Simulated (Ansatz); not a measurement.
System: C (R-3m, No. 166, 4 atoms in the cell; start mp-2516584; another form than the element's usual one). Method: r²SCAN+rVV10 (Ansatz, a program for electronic structure, PAW).

Run with plane-wave cutoff 560 eV, 16×16×16 k mesh, Fermi–Dirac smearing 0.01 eV, scalar-relativistic PAW data made under PBE.

Computed at the level's own relaxed cell.

```
C
1.0
    1.22749     0.70869     6.89718
   -1.22749     0.70869     6.89718
    0.00000    -1.41738     6.89718
C
4
Cartesian
  0.00000   0.00000  19.01767
  0.00000   0.00000   1.67386
  0.00000   0.00000   5.22318
  0.00000   0.00000  15.46835
```

List the 9 lowest band energies at Γ above −25 eV (eV, relative to the valence band maximum), grouping those that round alike.

At Γ: -20.95, -20.70, -8.96, -7.16, -3.19 (×4), 4.04.

A start named mp-… is a Materials Project structure, which need not be a measured phase.
